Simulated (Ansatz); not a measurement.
The parent structure is ZrO₂ (space group P4_2/nmc, No. 137; a = 3.5845 Å, c = 5.1787 Å).

All numbers come from PBEsol in Ansatz (plane waves to 420 eV, PAW, spin-orbit coupling left out), earlier PAW set.

For the base:

| Quantity | Value |
|---|---|
| Gap character | indirect, M–Γ (56 % along) → Γ |
| Gap between the host's bands | 4.00 eV |

It is then changed as follows: 0.200 holes added to each cell, a density of 3.0×10^21 cm⁻³, with a uniform compensating background at fixed cell and a 300 K Fermi–Dirac width.

### Question
What happens to the Fermi level from band edge, gap character and gap between the host's bands?

### Answer
The Fermi level relative to the doped band's edge (positive inside the band; to 0.05 eV) comes out as +0.05 eV; the gap character changes from indirect, M–Γ (56 % along) → Γ to indirect, A → Γ; the gap between the host's bands grows by 0.102 eV, from 4.00 eV to 4.11 eV.

Charged cell with a jellium background: band edges are those of the host's band count, energies are not comparable with the neutral cell, and many-body gap narrowing is missing. No phonon test of stability was made. This is not the structure that ZrO2 has at room temperature and ambient pressure.

Ansatz is a first-principles code.
